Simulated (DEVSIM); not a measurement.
Device: Ti/SiON/p-Ge capacitor, at 300 K.

```csv
layer (left to right),material,thickness (nm),Na (cm⁻³)
1,SiON,9.20,-
2,Ge,520,1.3e18
```

Metal gate on the left, work function 4.33 eV. Fixed charge at the semiconductor interface -1.7e11 cm⁻² (in units of +e); interface traps 1e11 cm⁻² eV⁻¹, uniform in energy, neutral level at 0.7 of the gap above the valence band.

The device is made up for the run: typed textbook-type constants, with dimensions and the other settings drawn at random. Values at 300 K.

```
parameter      SiON       Ge
-------------  ----  -------
gap (eV)          7    0.664
affinity (eV)   1.4        4
permittivity    5.5       16
Nc (cm⁻³)         -  1.04e19
Nv (cm⁻³)         -     6e18
```

Simulated with DEVSIM: 1D Poisson equation in equilibrium, Boltzmann statistics, complete ionisation; no quantum confinement or tunnelling. Metal contacts follow the ideal Schottky-Mott rule: no Fermi-level pinning, no interface dipoles.

Tabulate band edges, carrier densities and field at 0.6 V on the gate.

Energies count from the Fermi level of the right contact; mesh points crowd at the junctions.

| x (μm) | Ec (eV) | Ev (eV) | n (cm⁻³) | p (cm⁻³) | field (V/cm) |
|---|---|---|---|---|---|
| 0.000 | 2.330 | -4.670 | < 1e2 | < 1e2 | 740000 |
| 0.0009623 | 2.401 | -4.599 | < 1e2 | < 1e2 | 740000 |
| 0.002515 | 2.515 | -4.484 | < 1e2 | < 1e2 | 740000 |
| 0.004753 | 2.681 | -4.319 | < 1e2 | < 1e2 | 740000 |
| 0.007563 | 2.888 | -4.112 | < 1e2 | < 1e2 | 740000 |
| 0.008782 | 2.978 | -4.022 | < 1e2 | < 1e2 | 740000 |
| 0.009614 | 0.418 | -0.246 | 9.9e11 | 4.4e14 | 230000 |
| 0.01171 | 0.463 | -0.201 | 1.7e11 | 2.5e15 | 200000 |
| 0.01500 | 0.521 | -0.143 | 1.8e10 | 2.4e16 | 150000 |
| 0.02127 | 0.589 | -0.075 | 1.3e9 | 3.3e17 | 69000 |
| 0.03233 | 0.621 | -0.043 | 3.8e8 | 1.2e18 | 7400 |
| 0.06452 | 0.624 | -0.040 | 3.4e8 | 1.3e18 | ≈ 0 |
| 0.1153 | 0.624 | -0.040 | 3.4e8 | 1.3e18 | ≈ 0 |
| 0.2117 | 0.624 | -0.040 | 3.4e8 | 1.3e18 | ≈ 0 |
| 0.3832 | 0.624 | -0.040 | 3.4e8 | 1.3e18 | ≈ 0 |
| 0.4529 | 0.624 | -0.040 | 3.4e8 | 1.3e18 | ≈ 0 |
| 0.4895 | 0.624 | -0.040 | 3.4e8 | 1.3e18 | ≈ 0 |
| 0.5081 | 0.624 | -0.040 | 3.4e8 | 1.3e18 | ≈ 0 |
| 0.5208 | 0.624 | -0.040 | 3.4e8 | 1.3e18 | ≈ 0 |
| 0.5253 | 0.624 | -0.040 | 3.4e8 | 1.3e18 | ≈ 0 |
| 0.5277 | 0.624 | -0.040 | 3.4e8 | 1.3e18 | ≈ 0 |
| 0.5292 | 0.624 | -0.040 | 3.4e8 | 1.3e18 | ≈ 0 |
